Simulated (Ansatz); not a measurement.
Take MgTe in the zinc blende structure (space group F-43m, No. 216; a = 6.4393 Å) as the base.

Level of theory: Kohn–Sham DFT with the PBEsol functional, run in Ansatz (a quantum-chemistry and plane-wave program) with PAW and 420 eV plane waves, spin-orbit coupling left out.

Base values:

| Item | Value |
|---|---|
| Electron mass | 0.16 mₑ (at Γ) |

It is then changed as follows: every lattice vector is shortened by 1.00 %; the atoms relax in the strained cell.

Task: How does this affect the energy relative to the base and electron mass?

Result: The energy grows by 3.4 meV/atom; the electron mass goes from 0.16 mₑ (at Γ) to 0.17 mₑ (at Γ).

Spin-orbit coupling, missing from the scalar runs, can matter with Te. The levels and masses belong to the bands next to the band gap. Masses are band curvatures over ±0.01 Å⁻¹ around the edge. Whether these cells are dynamically stable was not tested.
